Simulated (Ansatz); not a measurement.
CaO (model structure, F-43m, No. 216, 2 atoms in the cell) was calculated with G0W0@PBEsol in Ansatz (plane waves, hard PAW, contour deformation, complete-basis limit).

Numerical settings: largest k mesh 10×10×10 (not extrapolated in the mesh).

Cell (relaxed with PBEsol):

```cif
data_Ca4O4
_chemical_formula_sum 'Ca4 O4'
_space_group_name_H-M_alt 'F-43m'
_space_group_IT_number 216
_space_group_name_Hall 'F -4 2 3'
_cell_length_a 5.18073
_cell_length_b 5.18073
_cell_length_c 5.18073
_cell_angle_alpha 90.000
_cell_angle_beta 90.000
_cell_angle_gamma 90.000
loop_
_atom_site_label
_atom_site_type_symbol
_atom_site_symmetry_multiplicity
_atom_site_Wyckoff_symbol
_atom_site_fract_x
_atom_site_fract_y
_atom_site_fract_z
_atom_site_occupancy
Ca1 Ca 4 a 0.00000 0.00000 0.00000 1
O1 O 4 d 0.75000 0.75000 0.75000 1
```
(The calculation used a cell of 2 atoms; values per cell refer to that cell.)

**Question.** Give the computed band gap.

**Answer.** 
band gap: 5.23 eV (indirect)

Note: the relaxation could raise the start's symmetry but not lower it, so the cell can be a saddle point; the gap holds a correction of +0.48 eV to the complete basis.

Static lattice: no zero-point or thermal effects.

The result took around 120 core-minutes (rough).

A model structure was made by putting elements into a prototype or built by hand; it is no filed structure, need not be a known phase, and can be a saddle point held by its symmetry.

Ansatz is a first-principles code.
